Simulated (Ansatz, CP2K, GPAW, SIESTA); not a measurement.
## Code comparison for LiNiS2 (P2/c, 8 atoms in the cell)

Self-consistent single point.

```xyz
8
Lattice="5.7726 0.0000 0.0000 0.0000 3.4338 0.0000 -0.0083 0.0000 5.9483" Properties=species:S:1:pos:R:3 pbc="T T T"
Li     2.8801     0.8854     4.4612
Li     2.8842     2.5484     1.4871
Ni    -0.0021     2.5624     1.4871
Ni    -0.0062     0.8714     4.4612
S      1.2163     0.8470     2.4905
S      4.5480     2.5868     3.4578
S      4.5521     0.8470     0.4837
S      1.2122     2.5868     5.4646
```

Shared settings, as Ansatz (a first-principles code) writes them: kpoints.mp_grid.grid = 4 7 4; scf.occupations.method = gaussian; scf.occupations.width = 0.136 eV. Potentials and cutoffs stand in the table.

```json
[
 {"code": "CP2K", "model": "LDA (Pade form), GPW, DZVP-MOLOPT-SR-GTH basis, GTH-PADE potentials (GTH_POTENTIALS)", "pressure (GPa)": "-7.39", "largest force (eV/Å)": "0.503", "cutoff": "grid 600 Ry"},
 {"code": "Ansatz", "model": "LDA (PW92), PAW files made with PBE", "pressure (GPa)": "-7.53", "largest force (eV/Å)": "0.511", "cutoff": "420 eV"},
 {"code": "GPAW", "model": "LDA (Perdew-Wang 92), GPAW PAW datasets LDA (gpaw-data 1.0.1)", "pressure (GPa)": "-6.88", "largest force (eV/Å)": "0.516", "cutoff": "850 eV"},
 {"code": "SIESTA", "model": "LDA PW92, numerical atomic orbitals TZP, PseudoDojo LDA standard norm-conserving potentials (rewritten from UPF to PSML)", "pressure (GPa)": "-7.13", "largest force (eV/Å)": "0.407", "cutoff": "grid 300 Ry"}
]
```

Size of the force on each atom (eV/Å): Sizes of forces hide their directions.

| code | Li1 | Li2 | Ni3 | Ni4 | S5 | S6 | S7 | S8 |
|---|---|---|---|---|---|---|---|---|
| CP2K | 0.018 | 0.018 | 0.020 | 0.020 | 0.503 | 0.503 | 0.503 | 0.503 |
| Ansatz | 0.018 | 0.018 | 0.022 | 0.022 | 0.511 | 0.511 | 0.511 | 0.511 |
| GPAW | 0.019 | 0.019 | 0.022 | 0.022 | 0.516 | 0.516 | 0.516 | 0.516 |
| SIESTA | 0.019 | 0.019 | 0.021 | 0.021 | 0.407 | 0.407 | 0.407 | 0.407 |

On Ansatz's run: spin polarisation is off, so a magnetic state, if there is one, cannot be reached.

The spread over the programs that give each value: pressure within 0.65 GPa; largest force within 0.109 eV/Å.

CP2K and SIESTA use small atom-centred bases, whose incompleteness enters pressures, forces and empty levels differently from a plane-wave cutoff. Ansatz's pressure is given at a fixed set of plane waves, as the other plane-wave codes print theirs; with its correction for the finite basis it is -7.48 GPa. In the force vectors, SIESTA (by 0.110) lies more than 0.08 eV/Å from the median of the plane-wave programs.

The starting cell comes from a database of computed structures (which also holds hypothetical and non-ambient phases and stackings), without a prior relaxation at this level. Its lattice was rescaled by a random factor within 2.5 % of one.

Keys are those of Ansatz 0.2.
